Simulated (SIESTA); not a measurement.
SIESTA run on Al₃Sc (Pm-3m, 4 atoms in the cell): self-consistent single point.

Method: SIESTA 5.4.2 with GGA PBE, numerical atomic orbitals DZP, PseudoDojo PBE standard norm-conserving potentials (rewritten from UPF to PSML).

The change in words: lattice scaled by 0.98. Reference geometry:
```yaml
crystal:
  lattice:
    - [4.02579, 0.00000, 0.00000]
    - [0.00000, 4.02579, 0.00000]
    - [0.00000, 0.00000, 4.02579]
  atoms:
    - { symbol: Sc, position: [0.00000, 0.00000, 0.00000] }
    - { symbol: Al, position: [0.00000, 0.50000, 0.50000] }
    - { symbol: Al, position: [0.50000, 0.00000, 0.50000] }
    - { symbol: Al, position: [0.50000, 0.50000, 0.00000] }
```

Reference input (self-consistent single point, DFT, GGA PBE, numerical atomic orbitals DZP, PseudoDojo PBE standard norm-conserving potentials (rewritten from UPF to PSML)): XC.functional = GGA; XC.authors = PBE; potentials = PseudoDojo PBE standard; PAO.BasisSize = DZP; PAO.EnergyShift = 0.01 Ry; MeshCutoff = 300 Ry; kgrid.MonkhorstPack = 7 7 7; OccupationFunction = FD; ElectronicTemperature = 136 meV; MaxSCFIterations = 150; SCF.Mixer.Method = Broyden; SCF.Mixer.Weight = 0.2. This run's input differs from it in these lines:

```diff
@@ -10,3 +10,3 @@
 %endblock ChemicalSpeciesLabel
-LatticeConstant              4.025790 Ang
+LatticeConstant              3.945274 Ang
 %block LatticeVectors
```

Log, with long lists cut:

```
        iscf     Eharris(eV)        E_KS(eV)     FreeEng(eV)     dDmax    Ef(eV) dHmax(eV)
   scf:    1    -1486.793188    -1506.524673    -1506.590060  1.773941 -5.340337  3.395268
   scf:    2    -1506.904597    -1506.749048    -1506.814886  0.061205 -5.431985  1.425444
   scf:    3    -1506.842563    -1506.805960    -1506.872573  0.047766 -5.497418  0.288785
   scf:    4    -1506.831851    -1506.822030    -1506.889473  0.035982 -5.525570  0.138560
   scf:    5    -1506.820418    -1506.821946    -1506.889420  0.006723 -5.539081  0.125891
   [... 6 lines left out ...]
   scf:   12    -1506.822719    -1506.822719    -1506.890106  0.000018 -5.535287  0.000168
   scf:   13    -1506.822719    -1506.822719    -1506.890106  0.000014 -5.535287  0.000135
   scf:   14    -1506.822719    -1506.822719    -1506.890106  0.000011 -5.535287  0.000108
   scf:   15    -1506.822719    -1506.822719    -1506.890106  0.000009 -5.535288  0.000087
SCF Convergence by DM+H criterion
max |DM_out - DM_in|         :     0.0000088313
max |H_out - H_in|      (eV) :     0.0000870538
SCF cycle converged after 15 iterations

Using DM_out to compute the final energy and forces

siesta: E_KS(eV) =            -1506.8227

siesta: E_KS - E_eggbox =     -1506.8227

siesta: Atomic forces (eV/Ang):
     1    0.000000    0.000000   -0.000000
     2   -0.000000    0.000000    0.000000
     3   -0.000000    0.000000    0.000000
     4   -0.000000   -0.000000    0.000000
   Tot    0.000000    0.000000   -0.000000
   Max    0.000000
   Res    0.000000    sqrt( Sum f_i^2 / 3N )
   Max    0.000000    constrained

Stress tensor Voigt[x,y,z,yz,xz,xy] (kbar):     -122.48     -122.48     -122.48        0.00        0.00       -0.00
(Free)E + p*V (eV/cell)    -1502.1956
   [... lines left out ...]
siesta: FreeEng =     -1506.890106
siesta: Cell volume =         61.408927 Ang**3
siesta:         122.48161644        122.48161644  kBar
   [... lines left out ...]
              0.198   0.198   0.163   0.060   0.121
   4  3.091   0.676   0.279  -0.040  -0.128  -0.040   0.555   0.492   0.555
              0.060   0.198   0.100   0.198   0.185

mulliken: Qtot =       20.000

Mulliken Atomic Populations:
Atom #   charge [q] valence [e]  Species
     1     0.272680   10.727320  Sc
     2    -0.090894    3.090894  Al
     3    -0.090893    3.090893  Al
     4    -0.090893    3.090893  Al
 Total     0.000000
```

The run converged in 15 iterations. Against the reference run the free energy rises by 50.2 meV/atom and the pressure goes from 4.92 to 12.25 GPa.

The starting cell has typed, rounded lattice constants, without a prior relaxation at this level. Its lattice was rescaled by a random factor within 2.5 % of one. For this run, on top of that: lattice scaled by 0.98. Values carry the incompleteness of an atom-centred basis. With a pressure of about 12 GPa the cell is away from its equilibrium volume at this level.

Cost on one core of a shared machine: roughly 3 min.
